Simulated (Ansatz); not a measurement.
The reference is PtSe$_{2}$ in the CdI2 type structure (space group P-3m1, No. 164; a = 3.731 Å, c = 5.256 Å; layered, stacked along the Cartesian z axis).

The values are results of r2SCAN+rVV10 (Ansatz, a quantum-chemistry and plane-wave program; PAW; 500 eV plane waves; spin-orbit coupling left out), not measurements.

Before the change:

| Item | Result |
|---|---|
| Lattice parameter a | 7.050 bohr |
| c/a ratio | 1.409 |

The change: Hg takes the place of Pt on all its sites; the structure is relaxed again.

Task: How does this affect the lattice parameter a?

Result: The lattice parameter a goes up by 0.528 bohr (7.050 bohr → 7.578 bohr).

Task: What does the calculation give for the c/a ratio after the change?

Result: The c/a ratio falls by 0.192 (1.409 → 1.217).

No phonon test of stability was made. As relaxed here, HgSe2 is a hypothetical phase, not in the database extracts checked. All final runs are without spin polarisation.
